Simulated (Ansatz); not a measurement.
The parent structure is Ca in the fcc (Cu type) structure (space group Fm-3m, No. 225; a = 5.527 Å).

All numbers come from Kohn–Sham DFT with the PBE functional, run in Ansatz (a program for electronic structure) with PAW and 420 eV plane waves, no SOC.

Base values:

| Property | Value |
|---|---|
| Volume per atom | 42.20 Å³ |

One thing is altered: a negative pressure, −2 GPa.

Problem. What happens to the volume per atom?

Solution. The volume per atom increases by 6.69 Å³, from 42.20 Å³ to 48.89 Å³.

Load acts through the strain it causes; cell and atoms are relaxed under it. Stability against distortions was not tested.
